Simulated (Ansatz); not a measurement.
# PbF2 under a change: pressure −2 GPa

Start from PbF2 in the fluorite structure (space group Fm-3m, No. 225; a = 6.0007 Å).

The change: hydrostatic tension (pressure −2 GPa).

All numbers come from PBE (Ansatz, an electronic-structure program, PAW, no spin-orbit coupling). k-mesh 10×10×10 (Γ-centred); smearing 0.05 eV (Fermi–Dirac).

The volume per atom increases by 0.59 Å³ to 18.60 Å³ and the density falls by 0.24 g/cm³ to 7.30 g/cm³. The shortest interatomic distance goes up by 2.82 pm (259.8 pm → 262.7 pm) and the enthalpy H = E + PV relative to the base's energy is -0.23 eV/atom. The band gap falls by 0.015 eV (4.42 eV → 4.41 eV) and the gap character goes from indirect, W → X to indirect, L → X. The smallest direct gap stays 4.56 eV and the electron mass becomes 2.2 mₑ along k, 0.51 mₑ across (at X) (base: 2.5 mₑ along k, 0.51 mₑ across (at X)). The valley order (the lowest conduction-band minima on the path, energy above the VBM, named in the base's zone) goes from X along ⟨100⟩ 4.42 eV; L along ⟨111⟩ 5.03 eV; a point along ⟨110⟩, about 0.6 Å⁻¹ from Γ 5.40 eV to X along ⟨100⟩ 4.41 eV; L along ⟨111⟩ 5.01 eV; a point along ⟨110⟩, about 0.6 Å⁻¹ from Γ 5.37 eV.

With Pb present, leaving out spin-orbit coupling can change the band edges. Load acts through the strain it causes; cell and atoms are relaxed under it. Masses are band curvatures over ±0.01 Å⁻¹ around the edge. Along k means along the line from Γ to the band edge. Stability against distortions was not tested.
